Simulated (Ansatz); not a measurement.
Element substitutions in VSi2

Base system: VSi$_{2}$ (space group P6_222, No. 180; a = 4.566 Å, c = 6.366 Å).

Each row replaces one element on all its sites; cell and atoms are relaxed.

Level of theory: DFT with PBE, PAW potentials and a 420 eV plane-wave cutoff in Ansatz (a first-principles code), no spin-orbit coupling.

| variant | c/a ratio | lattice parameter a |
|---|---|---|
| base | 1.394 | 4.566 Å |
| Si → Mn | 1.432 | 4.450 Å |
| V → Sc | 1.383 | 5.024 Å |
| Si → Mo | 1.472 | 4.770 Å |

The magnetic state is the one reached from the starting moments; the real material's order can differ, and small cells can't hold many antiferromagnetic ones. Whether these cells are dynamically stable was not tested. As relaxed here, ScSi2 and VMo2 are hypothetical phases, not in the database extracts checked. Starting moments died away, wholly or in part, for Si → Mn, the base and Si → Mo; another magnetic solution may exist. Spin-polarised in the final run: Mn2V; the other runs are not. An odd electron count without spin: VSi2, ScSi2 and VMo2. ScSi2 has a high density of states at the Fermi level and may be magnetic at this level.
